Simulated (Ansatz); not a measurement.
The reference is MoS₂ in the 2H-MoS2 type structure (space group P6_3/mmc, No. 194; a = 3.1732 Å, c = 12.4370 Å; layered, stacked along the Cartesian z axis).

Level of theory: plane-wave PAW DFT at the r2SCAN+rVV10 level (Ansatz, a quantum-chemistry and plane-wave program, 500 eV), no spin-orbit coupling, earlier PAW set.

For the base:

| Quantity | Value |
|---|---|
| Band gap | 1.01 eV |
| c/a ratio | 3.919 |
| Valence-band top at Γ | 0.00, -1.13, -1.36 eV |
| Lattice parameter a | 3.173 Å |
| Hole mass | 0.87 mₑ along c, 0.69 mₑ across (at Γ) |

Modification: a hydrostatic pressure of 22.5 GPa.

What happens to the band gap, c/a ratio, valence-band top at Γ, lattice parameter a and hole mass?

The band gap drops by 0.88 eV, from 1.01 eV to 0.13 eV; the c/a ratio falls by 0.280, from 3.919 to 3.639; the valence-band top at Γ (three highest levels, from the VBM) goes from 0.00, -1.13, -1.36 eV to 0.00, -0.72, -2.27 eV; the lattice parameter a decreases by 0.142 Å (3.173 Å → 3.031 Å); the hole mass becomes 1.6 mₑ along c, 0.29 mₑ across (at Γ) (base: 0.87 mₑ along c, 0.69 mₑ across (at Γ)).

Load acts through the strain it causes; cell and atoms are relaxed under it. Masses are band curvatures over ±0.01 Å⁻¹ around the edge. Whether these cells are dynamically stable was not tested. No other phases were tried under pressure. The zero or small gap of MoS2 under pressure 22.5 GPa can change with the level of theory.
